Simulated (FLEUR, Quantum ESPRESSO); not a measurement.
# One structure in several programs: SmAgSn (P-3m1, 6 atoms in the cell)

Self-consistent single point.

```yaml
crystal:
  lattice:
    - [4.83663, 0.00000, 0.00000]
    - [-2.41832, 4.18865, 0.00000]
    - [0.00000, 0.00000, 7.54312]
  atoms:
    - { symbol: Sm, position: [0.00000, 0.00000, 0.27021], spin: 5.0 }
    - { symbol: Sm, position: [0.00000, 0.00000, 0.72979], spin: 5.0 }
    - { symbol: Ag, position: [0.33333, 0.66667, 0.47966] }
    - { symbol: Ag, position: [0.66667, 0.33333, 0.52034] }
    - { symbol: Sn, position: [0.66667, 0.33333, 0.94319] }
    - { symbol: Sn, position: [0.33333, 0.66667, 0.05681] }
```
(The spins are starting values, not results.)

All programs got the same cell, k-point mesh and kind of occupations, and the same starting moments (in Quantum ESPRESSO's words: occupations = smearing; smearing = gauss; degauss = 0.0147 Ry; nspin = 2; K_POINTS = automatic 4 4 3 0 0 0); potentials, basis and cutoffs are each program's usual ones.

```tsv
code	model	largest force (eV/Å)	size of the net moment (μB/atom)	cutoff
Quantum ESPRESSO	LDA (PZ), SSSP 1.1.2 efficiency (PBE) pseudopotentials	0.281	1.99	60 Ry
FLEUR	LDA (Perdew-Zunger), all-electron FLAPW (FLEUR), scalar-relativistic valence	0.237	2.01	Kmax 4.1 1/bohr
```

Size of the force on each atom (eV/Å): Sizes of forces hide their directions.

```json
[
 {"code": "Quantum ESPRESSO", "Sm1": "0.281", "Sm2": "0.281", "Ag3": "0.054", "Ag4": "0.054", "Sn5": "0.022", "Sn6": "0.022"},
 {"code": "FLEUR", "Sm1": "0.237", "Sm2": "0.237", "Ag3": "0.058", "Ag4": "0.058", "Sn5": "0.010", "Sn6": "0.010"}
]
```

The spread over the programs that give each value: largest force within 0.044 eV/Å; size of the net moment within 0.02 μB/atom.

The starting cell comes from a database of computed structures (which also holds hypothetical and non-ambient phases and stackings), without a prior relaxation at this level. Its lattice was rescaled by a random factor within 2.5 % of one. On Quantum ESPRESSO's run: Spin-orbit coupling is off. The magnetic order is the one reached from the typed start; others were not searched systematically. With U or open f shells several self-consistent states can exist. The f electrons are in the valence without U or exact exchange, which can misplace them near the Fermi level. Spin-orbit terms, which matter for f shells, are left out.

Question: Why do the programs differ, and what cannot be compared?

Answer: Differences of this kind can come from the potentials, where these differ, and from what each basis and cutoff leave unconverged. The valence holds different numbers of electrons (Quantum ESPRESSO 98, FLEUR 94). The zero of total energies and Fermi levels follows the potentials and each program's conventions, so they are not compared here. FLEUR treats all electrons, but the usual bases taken here (sphere radii, linearisation, local orbitals, empty states) were not tested for convergence, so the values are no reference for the others. Site moments depend on each program's spheres or projections; the total moment of the cell does not.

Left out of this page: Ansatz (with a known weakness of the program); GPAW and Elk (stopped by limits of time or memory).
